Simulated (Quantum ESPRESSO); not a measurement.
Worked example: self-consistent single point of Rb₂ScAgF₆ (Fm-3m, 10 atoms in the cell) in Quantum ESPRESSO.

Level of theory: LDA (PW92), PseudoDojo standard norm-conserving (LDA) pseudopotentials (plane waves; Quantum ESPRESSO).

```yaml
crystal:
  lattice:
    - [-4.49301, 0.00000, 4.49301]
    - [0.00000, 4.49301, 4.49301]
    - [-4.49301, 4.49301, 0.00000]
  atoms:
    - { symbol: Rb, position: [0.75000, 0.75000, 0.75000] }
    - { symbol: Rb, position: [0.25000, 0.25000, 0.25000] }
    - { symbol: Sc, position: [0.00000, 0.00000, 0.00000] }
    - { symbol: Ag, position: [0.50000, 0.50000, 0.50000] }
    - { symbol: F, position: [0.77350, 0.22650, 0.22650] }
    - { symbol: F, position: [0.22650, 0.77350, 0.77350] }
    - { symbol: F, position: [0.22650, 0.77350, 0.22650] }
    - { symbol: F, position: [0.77350, 0.22650, 0.77350] }
    - { symbol: F, position: [0.22650, 0.22650, 0.77350] }
    - { symbol: F, position: [0.77350, 0.77350, 0.22650] }
```

Reference input (self-consistent single point, DFT, LDA (PW92), plane waves, PseudoDojo standard norm-conserving (LDA) pseudopotentials): ecutwfc = 90 Ry; occupations = fixed; potentials = {Rb: Rb.upf, Sc: Sc.upf, Ag: Ag.upf, F: F.upf}; K_POINTS = automatic 5 5 5 0 0 0; nbnd = 51; conv_thr = 1e-09 Ry; mixing_beta = 0.3. This run's input differs from it in these lines:

```diff
@@ -37,3 +37,3 @@
 K_POINTS {automatic}
-5 5 5  0 0 0
+6 6 6  0 0 0
```

Output (repeated stretches shortened):

```
     Self-consistent Calculation

     iteration #  1     ecut=    90.00 Ry     beta= 0.30

     total energy              =    -810.95500519 Ry
     estimated scf accuracy    <       1.26684734 Ry

     iteration #  2     ecut=    90.00 Ry     beta= 0.30

     total energy              =    -811.15075639 Ry
     estimated scf accuracy    <       0.08389010 Ry

     iteration #  3     ecut=    90.00 Ry     beta= 0.30

     total energy              =    -811.15126600 Ry
     estimated scf accuracy    <       0.02598643 Ry

   [... 7 blocks of this kind left out ...]

     iteration # 11     ecut=    90.00 Ry     beta= 0.30

     total energy              =    -811.15254596 Ry
     estimated scf accuracy    <          1.2E-09 Ry

     iteration # 12     ecut=    90.00 Ry     beta= 0.30
     End of self-consistent calculation

     highest occupied, lowest unoccupied level (ev):     3.9395    6.8974

!    total energy              =    -811.15254596 Ry
     estimated scf accuracy    <          3.1E-10 Ry

     convergence has been achieved in  12 iterations

     Forces acting on atoms (cartesian axes, Ry/au):

     atom    1 type  1   force =     0.00000000   -0.00000000    0.00000000
     atom    2 type  1   force =    -0.00000000    0.00000000   -0.00000000
     atom    3 type  2   force =     0.00000000    0.00000000    0.00000000
     atom    4 type  3   force =     0.00000000    0.00000000   -0.00000000
     atom    5 type  4   force =     0.00000000   -0.01075728    0.00000000
     atom    6 type  4   force =     0.00000000    0.01075728    0.00000000
   [... lines left out ...]

     Total force =     0.026350     Total SCF correction =     0.000009

          total   stress  (Ry/bohr**3)                   (kbar)     P=      -63.85
  -0.00043405  -0.00000000   0.00000000          -63.85       -0.00        0.00
  -0.00000000  -0.00043405   0.00000000           -0.00      -63.85        0.00
   0.00000000   0.00000000  -0.00043405            0.00        0.00      -63.85

   JOB DONE.
```

The run converged in 12 iterations. Against the reference run the free energy stays essentially unchanged (within 1 meV/atom), the pressure moves little (-6.38 to -6.39 GPa), the largest force stays at 0.277 eV/Å and the gap on the mesh goes from 2.980 to 2.958 eV.

The starting cell comes from a database of computed structures (which also holds hypothetical and non-ambient phases and stackings), without a prior relaxation at this level. With a pressure of about -6 GPa the cell is away from its equilibrium volume at this level.

Cost on one core of a shared machine: roughly 4 min.
